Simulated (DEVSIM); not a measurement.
System: CdTe n-i-p diode, at 300 K.

```tsv
layer (left to right)	material	thickness (μm)	Nd (cm⁻³)	Na (cm⁻³)	τn (s)	τp (s)
1	CdTe	0.0560	1.9e17	-	6.8e-10	6.8e-10
2	CdTe	41.0	-	2.4e13	6.8e-10	6.8e-10
3	CdTe	0.270	-	1.6e18	6.8e-10	6.8e-10
```

Left contact: ohmic. Right contact: ohmic. Voltage is applied to the left contact. Recombination: SRH at mid-gap, radiative. Mobility is constant in doping.

The device is made up for the run: typed textbook-type constants, with dimensions and the other settings drawn at random. Values at 300 K.

```csv
parameter,CdTe
gap (eV),1.5
affinity (eV),4.28
permittivity,10.2
Nc (cm⁻³),8e17
Nv (cm⁻³),1.8e19
μn (cm²/Vs),1000
μp (cm²/Vs),80
B (cm³/s),1e-10
```

Simulated with DEVSIM: 1D drift-diffusion, Boltzmann statistics, complete ionisation; no tunnelling, impact ionisation, image-force lowering or self-heating.

Question: Give the dark forward current.

Answer: 
```
V (V)  J (A/cm²)
-----  ---------
-0.05    -8.1e-9
-0.15    -8.2e-8
-0.25    -6.2e-7
-0.35    -4.6e-6
-0.45    -3.5e-5
-0.55   -0.00025
-0.65    -0.0015
-0.75    -0.0050
-0.85     -0.010
-0.95     -0.017
-1.05     -0.024
-1.15     -0.032
-1.25     -0.039
-1.35     -0.047
-1.45     -0.055
-1.55     -0.064
-1.65     -0.072
-1.75     -0.080
-1.85     -0.089
-1.95     -0.097
```
